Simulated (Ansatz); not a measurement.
# Hypothetical P6_3mc GeSe: pressure series

Start from GeSe (space group P6_3mc, No. 186; a = 4.7103 Å, c = 5.6848 Å; a hypothetical phase, not in the database extracts checked).

Cell and atoms are relaxed at each pressure.

Levels (all Ansatz, an electronic-structure program, PAW, earlier PAW set): PBEsol (420 eV, spin-orbit coupling left out); HSE06 (420 eV, no spin-orbit coupling).

Band gaps by level, all at the geometries relaxed with PBEsol:

```csv
case,PBEsol,HSE06
base,0.54 eV,0.90 eV
pressure −2 GPa,0.86 eV,(withheld)
pressure −1 GPa,0.70 eV,(withheld)
pressure 0.9 GPa,0.41 eV,0.76 eV
pressure 2.1 GPa,0.25 eV,0.58 eV
```

Q: Some entries are withheld; estimate them.

A: 
- pressure −2 GPa, HSE06: 1.26 eV
- pressure −1 GPa, HSE06: 1.07 eV

Single points use the geometry relaxed with PBEsol. HSE06 gaps are upper bounds (no full band path). Load acts through the strain it causes; cell and atoms are relaxed under it. Stability against distortions was not tested. The zero or small gap of GeSe under pressure 2.1 GPa can change with the level of theory.
